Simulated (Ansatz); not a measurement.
CsCl-type CuZn, relaxed in Ansatz (plane waves) with several semilocal functionals. Each gives its own volume and its own zone-centre TO phonon frequency:

```json
[
 {"level": "LDA", "V0 (Å³/atom)": "11.821", "zone-centre TO phonon frequency (cm⁻¹)": "217.2", "ln V0": "2.4699", "ln ω_TO": "5.3808"},
 {"level": "PBEsol", "V0 (Å³/atom)": "12.303", "zone-centre TO phonon frequency (cm⁻¹)": "209.9", "ln V0": "2.5098", "ln ω_TO": "5.3466"},
 {"level": "PBE", "V0 (Å³/atom)": "13.021", "zone-centre TO phonon frequency (cm⁻¹)": "192.6", "ln V0": "2.5666", "ln ω_TO": "5.2606"}
]
```

**Question.** Fit a straight line to ln ω_TO against ln V0. What does it predict for r²SCAN, whose volume is 12.442 Å³/atom?

**Answer.** With x = ln V0 and y = ln ω_TO: means 2.51543 and 5.32933; Σ(Δx Δy) = -0.005958, Σ(Δx²) = 0.004723, so the slope is -1.26. At x = 2.5211 the line gives y = 5.32933 + (-1.26) × (2.5211 − 2.51543) = 5.3222, or 204.8 cm⁻¹. The run with r²SCAN gives 207.9 cm⁻¹, +1.5 % from the line. The rows used scatter about it by up to 1.0 %, while the largest value lies 13 % above the smallest.

Ansatz's density-functional and Hartree–Fock values are scalar-relativistic unless marked +SOC, with PAW data made under PBE.

Ansatz is an electronic-structure program.
